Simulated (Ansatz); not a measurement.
Output of an Ansatz run (abridged):

```
WARN ansatz: RAYON_NUM_THREADS=1 ignored (pool sized by the plan → 1); use --threads N
basis.fft_grid_basis auto: the FFT boxes are laid along the combinations [[1, 0, -1], [0, 1, -1], [0, 0, 1]] of the cell's own vectors, 2.636, 2.636 and 4.396 …
Pseudopotentials: kind: paw
Pseudopotential: Ni, paw, valence charge 18
Pseudopotential: Rh, paw, valence charge 17
Crystal: 2 atoms, lattice volume = 24.819 Å³
Basis set: ecut = 420.4159175005146 eV, 493 PW (Γ), FFT grids on a1−a3, a2−a3, a3
Bands: 22, of which v1, the nominal top of the filled ones, is band 18 counted from 1 (17 counted from 0)
Symmetry: 12 space group operations
Space group: R-3m (ITA 166), of the structure as read, at distance tolerance 2.9e-5 Å
k-points: 288 of 2744
PAW frozen core: Ni, regenerated for the run's functional, and the local potential with it
PAW frozen core: Rh, regenerated for the run's functional, and the local potential with it
Initial density: superposition of atomic densities (neutral atoms: chi_scale 0, normalization atom), corrected by the library's trained network
Initial wavefunctions: pseudopotential atomic-orbital guess
Eigensolver: davidson
Functional: x = slater, c = lda
SCF iter   1: F=—  HF=-12051.843291 eV  |F-HF|=—  |Δ(HF+E_count)|=         —  Δρ=1.66e-2  dr2=4.21e-2  ethr=1.77e-3  ⟨swp⟩=4.9  Hψ=24214  notcnv=0
all-band conjugate gradients solve this SCF's bands
preconditioner: auto → none
SCF iter   2: F=—  HF=-12051.837790 eV  |F-HF|=—  |Δ(HF+E_count)|=   5.50e-3  Δρ=1.18e-2  dr2=5.72e-2  ethr=1.20e-4  ⟨swp⟩=2.6  Hψ=12606  notcnv=0  defer=19
SCF iter   3: F=—  HF=-12051.833520 eV  |F-HF|=—  |Δ(HF+E_count)|=   4.27e-3  Δρ=4.95e-3  dr2=7.31e-3  ethr=1.20e-4  ⟨swp⟩=1.0  Hψ=6294  notcnv=0  defer=19
SCF iter   4: F=—  HF=-12051.833003 eV  |F-HF|=—  |Δ(HF+E_count)|=   5.17e-4  Δρ=1.02e-3  dr2=5.55e-5  ethr=2.09e-5  ⟨swp⟩=1.0  Hψ=6294  notcnv=0  defer=19
SCF iter   5: F=—  HF=-12051.833008 eV  |F-HF|=—  |Δ(HF+E_count)|=   5.04e-6  Δρ=1.51e-4  dr2=1.76e-6  ethr=1.58e-7  ⟨swp⟩=2.4  Hψ=9748  notcnv=0  defer=19
SCF iter   6: F=-12051.833008 eV  HF=-12051.833008 eV  |F-HF|=4.84e-8  |Δ(HF+E_count)|=   3.70e-8  Δρ=3.21e-5  dr2=6.63e-8  ethr=2.86e-10  ⟨swp⟩=4.3  Hψ=30629  notcnv=0
SCF 1 converged in 6 iterations: F = -12051.833008 eV  dr2 = 6.63e-8
SCF converged after 6 iterations
Free energy (F): -12051.833008 eV
Harris-Foulkes:  -12051.833008 eV  (|F-HF|=4.84e-8)
Internal energy: -12051.814118 eV  (E = F + TS)
E sigma→0 (E₀):  -12051.823563 eV
Entropy (-TS):   -0.018890 eV (-9.445 meV/atom)
Fermi energy:    19.881081 eV
--- Per-component energies (eV) ---
  E_band       = -372.678615
  E_kinetic    = 856.399108
  E_local      = -5108.314653  (includes V_loc(G=0)·N_el)
  E_nonlocal   = 999.847495
  E_hartree    = 2033.785975
  E_xc         = -305.052944
  E_vxc        = -387.460811  (∫ρ·V_xc dr)
  E_paw        = -5027.518291  (= ΣΔE_a)
  E_vpaw       = -800.718809  (= ΣTr[D̂ρ^β])
  E_aug_tail   = 0.001156  (compensation charges beyond the density's cutoff)
  E_ewald      = -5502.018566
  E_core_change = 1.056603  (= ΣΔE_core)
  E_smearing   = -0.018890  (= −TS)
  E_closure    = -0.000000  (closes the sum)
  Σ components = -12051.833008   (vs F -12051.833008, Δ=0.00e0)
--- Forces (eV/Å), atoms counted from 1 ---
  atom   1  Ni    -0.00000000     0.00000000    -0.00000000
  atom   2  Rh     0.00000000     0.00000000    -0.00000000
  max |Σ_I F_I| component: 3.03e-28 eV/Å
--- Stress (GPa, compression-positive) ---
      -13.174973       0.000000      -0.000000
        0.000000     -13.174973      -0.000000
       -0.000000      -0.000000     -11.112686
  P = ⅓ Tr σ = -12.4875 GPa (-124.875 kbar)
  The stress holds the Pulay correction. Without it, at fixed plane waves, as pw.x and ABINIT print it: P = -12.5816 GPa
--- Band table (eV; the first three rows and the last of 288) ---
  k-point 0: bands = ["-82.3400", "-58.7377", "-43.3198", "-43.0392", "-43.0392", "-26.6108", "-26.3463", "-26.3463", "11.4759", "14.2668", "16.8156", "16.8156", "17.7281", "17.7281", "17.8876", "19.0349", "19.0349", "20.2784", "20.2784", "20.6106", [...]
  k-point 1: bands = ["-82.3394", "-58.7329", "-43.3192", "-43.0437", "-43.0404", "-26.6062", "-26.3814", "-26.3546", "11.6562", "14.4068", "16.7145", "16.9425", "17.6151", "17.7702", "17.9257", "18.9640", "19.0573", "19.3231", "20.2271", "21.7537", [...]
  k-point 2: bands = ["-82.3380", "-58.7194", "-43.3174", "-43.0564", "-43.0435", "-26.5933", "-26.4793", "-26.3778", "12.1740", "14.7841", "16.4712", "17.2513", "17.2902", "17.9000", "18.0261", "18.4628", "18.8672", "19.1340", "20.0844", "23.1079", [...]
  k-point 287: bands = ["-82.3399", "-58.7380", "-43.3177", "-43.0392", "-43.0392", "-26.6190", "-26.3466", "-26.3466", "13.3977", "13.8405", "16.7646", "17.1072", "17.1072", "17.7292", "18.2772", "18.2772", "18.8566", "18.8566", "19.3509", [...]
```

The structure:

```xyz
2
Lattice="1.3181 0.7610 4.1240 -1.3181 0.7610 4.1240 0.0000 -1.5220 4.1240" Properties=species:S:1:pos:R:3 pbc="T T T"
Ni     0.0000     0.0000     0.0000
Rh     0.0000     0.0000     6.1861
```

Task: What input produced this log?

Result: Other spellings and defaults could give the same log, and not every line can be read from it. The input that was run (DFT, LDA (PW92), plane waves, default PAW files made with PBE):

Ansatz 0.2 input:
```yaml
# NiRh
crystal:
  lattice:
    - [1.318072, 0.760989, 4.124042]
    - [-1.318072, 0.760989, 4.124042]
    - [0.000000, -1.521979, 4.124042]
  atoms:
    - { symbol: Ni, position_ang: [0.000000, 0.000000, 0.000000] }
    - { symbol: Rh, position_ang: [0.000000, -0.000000, 6.186063] }
basis:
  ecutwfc: 30.9 Ry
kpoints:
  mp_grid: { grid: [14, 14, 14] }
hamiltonian:
  xc: lda
  pseudopotentials: { kind: paw }
scf:
  occupations: { method: gaussian, width: 0.0073 Ry }
output:
  forces: true
  eigenvalues: true
  stress: true
```

The starting cell comes from a database of computed structures (which also holds hypothetical and non-ambient phases and stackings), without a prior relaxation at this level. Its lattice was rescaled by up to half a per cent. Spin polarisation is off. With a pressure of about -12 GPa the cell is away from its equilibrium volume at this level. Ansatz's pressure includes its estimate of the finite-basis (Pulay) stress.

Ansatz is a program for electronic structure.
